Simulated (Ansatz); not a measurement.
**A computed series for BN: response to strain**

Base system: BN in the wurtzite structure (space group P6_3mc, No. 186; a = 2.555 Å, c = 4.225 Å). Axes: x lies along a and z along c of the hexagonal cell.

Strains are applied to the cell and any free atomic positions relax; under biaxial strain the out-of-plane vector relaxes too.

The values are results of DFT with PBE, PAW potentials and a 420 eV plane-wave cutoff in Ansatz (an electronic-structure program), no spin-orbit coupling, not measurements.

```json
[
 {"biaxial strain, plane normal [001], relaxed out of plane (%)": "0", "band gap (eV)": "5.23"},
 {"biaxial strain, plane normal [001], relaxed out of plane (%)": "0.6", "band gap (eV)": "5.27"},
 {"biaxial strain, plane normal [001], relaxed out of plane (%)": "1.2", "band gap (eV)": "?"},
 {"biaxial strain, plane normal [001], relaxed out of plane (%)": "1.8", "band gap (eV)": "5.35"},
 {"biaxial strain, plane normal [001], relaxed out of plane (%)": "2.4", "band gap (eV)": "5.38"},
 {"biaxial strain, plane normal [001], relaxed out of plane (%)": "3", "band gap (eV)": "5.41"}
]
```

Question: Fit E_g = E₀ + Dε (ε in %) to the rows shown and predict the withheld row.

Answer: Least squares on the printed values gives E₀ = 5.23 eV, D = 60.7 meV per % of strain (largest residual 0.01 eV); this predicts 5.31 eV, and the run gives 5.31 eV, in agreement.

Whether these cells are dynamically stable was not tested.
